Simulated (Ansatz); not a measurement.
**HfO₂ in the fluorite structure (space group Fm-3m, No. 225)**

```yaml
crystal:
  lattice:
    - [0.00000, 2.52945, 2.52945]
    - [2.52945, 0.00000, 2.52945]
    - [2.52945, 2.52945, 0.00000]
  atoms:
    - { symbol: Hf, position: [0.00000, 0.00000, 0.00000] }
    - { symbol: O, position: [0.25000, 0.25000, 0.25000] }
    - { symbol: O, position: [0.75000, 0.75000, 0.75000] }
```

Calculations: plane-wave PAW DFT at the r2SCAN level (Ansatz, a first-principles code, 500 eV), no spin-orbit coupling, earlier PAW set. Settings: 11×11×11 k-points, 0.05 eV Fermi–Dirac smearing.

```yaml
volume_per_atom: 10.79 Å³
density: 10.80 g/cm³
band_gap: 4.30 eV, direct at X
electron_mass: 1.0 mₑ along k, 0.75 mₑ across
hole_mass: 0.28 mₑ along k, 2.9 mₑ across
total_energy: -5625.638 eV/atom (σ→0; compares only within this code and set-up)
```

With Hf present, leaving out spin-orbit coupling can change the band edges. Effective masses come from finite differences of ±0.01 Å⁻¹. Along k means along the line from Γ to the band edge. No phonon test of stability was made. This is not the structure that HfO2 has at room temperature and ambient pressure.
